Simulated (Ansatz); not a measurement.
Partial pair distribution functions of a relaxed model of amorphous Zr20O42Sn, broadened by 0.06 Å; density 5.49 g/cm³. Level of theory: PBE, scalar-relativistic without spin-orbit coupling (plane waves to 420 eV, PAW; Ansatz, a quantum-chemistry and plane-wave program).

It comes from a melt-quench run on a machine-learned potential (CHGNet), relaxed afterwards by DFT. O atoms were pushed apart under 1.9 Å during the dynamics, to hinder bonds among them. The hot cell started wider than the set density and was brought back towards it in steps. It is the lowest in DFT energy of 2 quenches. It is a model cell: composition and starting density were chosen by hand, and all elements were melted together. No dispersion term was used. Its density started from a set value of 5.34 and ended at 5.49 g/cm³. Cooling (nominally 380 K/ps over its main leg) ran many orders faster than in experiment, which tends to leave more defects and strain. One small periodic cell is one sample of the glass; other quenches scatter about these values. Volume and shape were free in the relaxation. On a 2×2×2 Γ-centred mesh force components of up to 0.13 eV/Å stay, since the relaxation ran on the zone centre alone.

| r (Å) | g Zr-O | g O-Sn | g Zr-Zr | g O-O |
|---|---|---|---|---|
| 1.80 | 0.02 | 0.00 | 0.00 | 0.00 |
| 1.90 | 0.56 | 0.42 | 0.00 | 0.00 |
| 2.00 | 3.57 | 6.25 | 0.00 | 0.00 |
| 2.10 | 6.60 | 10.40 | 0.00 | 0.00 |
| 2.20 | 5.73 | 3.46 | 0.00 | 0.00 |
| 2.30 | 2.76 | 0.15 | 0.00 | 0.01 |
| 2.40 | 1.06 | 0.00 | 0.00 | 0.27 |
| 2.50 | 0.61 | 0.00 | 0.00 | 1.77 |
| 2.60 | 0.43 | 0.00 | 0.00 | 2.75 |
| 2.70 | 0.26 | 0.00 | 0.00 | 2.91 |
| 2.80 | 0.22 | 0.00 | 0.00 | 2.03 |
| 2.90 | 0.14 | 0.01 | 0.01 | 2.01 |
| 3.00 | 0.20 | 0.29 | 0.16 | 1.86 |
| 3.10 | 0.24 | 1.04 | 0.69 | 1.16 |
| 3.20 | 0.26 | 0.61 | 1.33 | 1.20 |
| 3.30 | 0.24 | 1.69 | 2.34 | 0.82 |
| 3.40 | 0.38 | 0.66 | 3.21 | 0.82 |
| 3.50 | 0.43 | 0.34 | 3.30 | 0.58 |
| 3.60 | 0.54 | 0.74 | 2.94 | 0.60 |
| 3.70 | 0.65 | 0.15 | 2.62 | 0.73 |
| 3.80 | 0.95 | 0.73 | 1.51 | 0.90 |
| 3.90 | 0.97 | 1.38 | 1.21 | 0.81 |
| 4.00 | 1.02 | 1.00 | 1.01 | 0.97 |
| 4.10 | 1.07 | 0.65 | 0.77 | 1.10 |
| 4.20 | 1.23 | 0.40 | 0.86 | 1.08 |
| 4.30 | 1.34 | 0.60 | 1.00 | 0.93 |
| 4.40 | 1.61 | 1.36 | 0.67 | 0.69 |
| 4.50 | 1.93 | 2.34 | 0.52 | 0.80 |
| 4.60 | 1.49 | 3.04 | 0.36 | 0.70 |

Within 2.84 Å each Zr has 6.95 O neighbours on average.
